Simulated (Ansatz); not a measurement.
Results of PBEsol+SOC in Ansatz (PAW) for GeS₂ (model structure, started from the GeO2 type, P3₂21, No. 154, 9 atoms in the cell).

Run with plane-wave cutoff 520 eV, 6×6×4 k mesh (along the axes of the cell as run), Fermi–Dirac smearing 0.01 eV, PAW data made under PBE.

Cell (relaxed with PBEsol):

```
GeS2
1.0
    5.80690     0.00000     0.00000
   -2.90345     5.02892     0.00000
    0.00000     0.00000     6.95335
Ge S
3 6
Direct
  0.54677   0.54677   0.50000
  0.45323   0.00000   0.16667
  0.00000   0.45323   0.83333
  0.32627   0.36239   0.77244
  0.63761   0.96388   0.43911
  0.03612   0.67373   0.10578
  0.36239   0.32627   0.22756
  0.96388   0.63761   0.56089
  0.67373   0.03612   0.89422
```

**Question.** Predict the band gap, smallest direct gap on the k points sampled and direct gap at Γ.

**Answer.** 
* **band gap**: 1.70 eV (indirect)
* **smallest direct gap on the k points sampled**: 1.82 eV
* **direct gap at Γ**: 2.14 eV

Note: the relaxation could raise the start's symmetry but not lower it, so the cell can be a saddle point.

Computed values are for the static lattice.

Computing time: roughly 5 core-minutes.

A model structure was made by putting elements into a prototype or built by hand; it is no filed structure, need not be a known phase, and can be a saddle point held by its symmetry.

Ansatz is an electronic-structure program.
